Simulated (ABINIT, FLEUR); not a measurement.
An ABINIT input for a self-consistent single point of LaCo5 (P6/mmm, 6 atoms in the cell) (DFT, LDA (PW92), plane waves, PAW (JTH v2.0 LDA PAW)):

```
# LaCo5, JTH v2.0 LDA PAW
pp_dirpath "./"
pseudos "La.LDA_PW-JTH.xml, Co.LDA_PW-JTH.xml"
acell 5.0226797257 5.0226797257 3.9603900000 Angstrom
rprim
         1.0000000000    0.0000000127    0.0000000000
        -0.5000000110    0.8660253974    0.0000000000
         0.0000000000    0.0000000000    1.0000000000
natom 6
ntypat 2
znucl 57 27
typat 1 2 2 2 2 2
xred
         0.0000000000    0.0000000000    0.0000000000
         0.3333333333    0.6666666667    0.0000000000
         0.6666666667    0.3333333333    0.0000000000
         0.5000000000    0.0000000000    0.5000000000
         0.5000000000    0.5000000000    0.5000000000
         0.0000000000    0.5000000000    0.5000000000
ecut 30 Ha
pawecutdg 60 Ha
pawxcdev 0
nsppol 2
spinat
      0 0 0
      0 0 3
      0 0 3
      0 0 3
      0 0 3
      0 0 3
occopt 3
tsmear 0.00183747
nband 70
kptopt 1
ngkpt 5 5 6
nshiftk 1
shiftk 0 0 0
nstep 100
tolvrs 1.0e-11
prtwf 0
prtden 0
```

**Question.** Translate this input to FLEUR.

**Answer.** One input that does it (others would too):

Input of the input generator:

```
LaCo5 crystal
&input film=f /
1.0000000000 0.0000000127 0.0000000000
-0.5000000110 0.8660253974 0.0000000000
0.0000000000 0.0000000000 0.7885014009
9.4914890933
1.0 1.0 1.0

6
57 0.0000000000 0.0000000000 0.0000000000 : 0.00
27 0.3333333333 0.6666666667 -0.0000000000 : 3.00
27 0.6666666667 0.3333333333 0.0000000000 : 3.00
27 0.5000000000 0.0000000000 0.5000000000 : 3.00
27 0.5000000000 0.5000000000 0.5000000000 : 3.00
27 0.0000000000 0.5000000000 0.5000000000 : 3.00

&comp jspins=2 /
&exco xctyp='pz' /
&kpt div1=5 div2=5 div3=6 gamma=t /
&end /
```

```xml
<?xml version="1.0" encoding="UTF-8" standalone="no"?>
<fleurInput fleurInputVersion="0.39">
   <comment>
      LaCo5 crystal                                                                                       
   </comment>
   <calculationSetup>
      <cutoffs Kmax="3.8" Gmax="11.4" GmaxXC="11.4" numbands="0"/>
      <scfLoop itmax="60" minDistance="0.00001" maxIterBroyd="40" imix="Anderson" alpha="0.05" precondParam="0.0" spinf="2.0"/>
      <coreElectrons ctail="T" frcor="F" kcrel="0" coretail_lmax="0"/>
      <xcFunctional name="pz" relativisticCorrections="F"/>
      <magnetism jspins="2"/>
      <soc l_soc="F" theta="0.0" phi="0.0" spav="F"/>
      <expertModes spex="0" secvar="F"/>
      <geometryOptimization l_f="T" forcealpha="1.0" forcemix="BFGS" epsdisp="0.00001" epsforce="0.00001"/>
      <ldaU l_linMix="F" mixParam="0.05" spinf="1.0"/>
   </calculationSetup>
   <cell>
      <bzIntegration valenceElectrons="86.0" mode="hist" fermiSmearingEnergy="0.00183747">
         <kPointListSelection listName="default-1"/>
         <!-- k-points included here -->
         <xi:include xmlns:xi="http://www.w3.org/2001/XInclude" href="kpts.xml"> </xi:include>
      </bzIntegration>
      <!-- symmetry operations included here -->
      <xi:include xmlns:xi="http://www.w3.org/2001/XInclude" href="sym.xml"> </xi:include>
      <bulkLattice scale="1.0">
         <bravaisMatrix>
            <row-1>    9.4914890933000002     0.0000001205419115     0.0000000000000000</row-1>
            <row-2>   -4.7457446510563805     8.2198706139428985     0.0000000000000000</row-2>
            <row-3>    0.0000000000000000     0.0000000000000000     7.4840524466941210</row-3>
         </bravaisMatrix>
      </bulkLattice>
   </cell>
   <atomSpecies>
      <species name="Lanthanum (La)" element="La" atomicNumber="57">
         <mtSphere radius="2.68" gridPoints="925" logIncrement="0.014"/>
         <atomicCutoffs lmax="10" lnonsphr="8"/>
         <electronConfig flipSpins="F">
            <coreConfig>(1s1/2) (2s1/2) (2p1/2) (2p3/2) (3s1/2) (3p1/2) (3p3/2) (4s1/2) (3d3/2) (3d5/2) (4p1/2) (4p3/2) (4d3/2) (4d5/2)</coreConfig>
            <valenceConfig>(5s1/2) (5p1/2) (5p3/2) (6s1/2) (5d3/2) (5d5/2)</valenceConfig>
            <stateOccupation state="(5d3/2)" spinUp="0.2" spinDown="0.2"/>
            <stateOccupation state="(5d5/2)" spinUp="0.3" spinDown="0.3"/>
         </electronConfig>
         <energyParameters s="6" p="6" d="5" f="4"/>
         <lo type="SCLO" l="0" n="5" eDeriv="0"/>
         <lo type="SCLO" l="1" n="5" eDeriv="0"/>
      </species>
      <species name="Cobalt (Co3.000" element="Co" atomicNumber="27">
         <mtSphere radius="2.16" gridPoints="747" logIncrement="0.016"/>
         <atomicCutoffs lmax="8" lnonsphr="6"/>
         <electronConfig flipSpins="F">
            <coreConfig>(1s1/2) (2s1/2) (2p1/2) (2p3/2) (3s1/2)</coreConfig>
            <valenceConfig>(3p1/2) (3p3/2) (4s1/2) (3d3/2) (3d5/2)</valenceConfig>
            <stateOccupation state="(3d3/2)" spinUp="2.0" spinDown="0.8"/>
            <stateOccupation state="(3d5/2)" spinUp="3.0" spinDown="1.2"/>
         </electronConfig>
         <energyParameters s="4" p="4" d="3" f="4"/>
         <lo type="SCLO" l="1" n="3" eDeriv="0"/>
      </species>
   </atomSpecies>
   <atomGroups>
      <atomGroup species="Lanthanum (La)">
         <relPos label="                   1">.0000000000 .0000000000 .0000000000</relPos>
         <force calculate="T" relaxXYZ="TTT"/>
      </atomGroup>
      <atomGroup species="Cobalt (Co3.000">
         <relPos label="                   2">1.000/3.000 -1.000/3.000 .0000000000</relPos>
         <relPos label="                   3">-1.000/3.000 1.000/3.000 .0000000000</relPos>
         <force calculate="T" relaxXYZ="TTT"/>
      </atomGroup>
      <atomGroup species="Cobalt (Co3.000">
         <relPos label="                   4">1.000/2.000 .0000000000 1.000/2.000</relPos>
         <relPos label="                   5">1.000/2.000 1.000/2.000 1.000/2.000</relPos>
         <relPos label="                   6">.0000000000 1.000/2.000 1.000/2.000</relPos>
         <force calculate="T" relaxXYZ="TTT"/>
      </atomGroup>
   </atomGroups>
   <output dos="F" band="F" slice="F">
      <checks vchk="F" cdinf="F"/>
      <bandDOS minEnergy="-.5*Htr" maxEnergy="0.5*Htr" sigma="0.015" storeEVData="T"/>
      <vacuumDOS vacdos="F" integ="F" star="F" nstars="0" locx1="0.0" locy1="0.0" locx2="0.0" locy2="0.0" nstm="0" tworkf="0.0"/>
      <unfoldingBand unfoldBand="F" supercellX="1" supercellY="1" supercellZ="1"/>
      <plotting iplot="0" polar="F">
         <plot TwoD="T" vec1="  1.0  0.0  0.0" vec2="  0.0  1.0  0.0" vec3="  0.0  0.0  1.0" zero="  0.0  0.0  0.0" file="plot"/>
      </plotting>
      <chargeDensitySlicing numkpt="0" minEigenval="0.0" maxEigenval="0.0" nnne="0" pallst="F"/>
      <specialOutput eonly="F"/>
      <magneticCircularDichroism mcd="F" energyLo="-10.0" energyUp="0.0"/>
   </output>
  <!-- We include the file relax.xml here to enable relaxations (see documentation) -->
  <xi:include xmlns:xi="http://www.w3.org/2001/XInclude" href="relax.xml"> <xi:fallback/> </xi:include>
</fleurInput>
```

Basis settings and potentials, where a program has them, do not carry over. This input uses DFT, LDA (Perdew-Zunger), all-electron FLAPW (FLEUR), scalar-relativistic valence. LDA parametrisations can differ slightly between programs. Both were run: size of the net moment 1.12 μB/atom in ABINIT and 1.10 in FLEUR.

On ABINIT: the starting cell comes from a database of computed structures (which also holds hypothetical and non-ambient phases and stackings), without a prior relaxation at this level. The magnetic order is the one reached from the typed start; others were not searched systematically. With a pressure of about -12 GPa the cell is away from its equilibrium volume at this level.

On FLEUR: the starting cell comes from a database of computed structures (which also holds hypothetical and non-ambient phases and stackings), without a prior relaxation at this level. The magnetic order is the one reached from the typed start; others were not searched systematically. Values depend on the basis (sphere radii, cutoffs, local orbitals), which need not be converged.
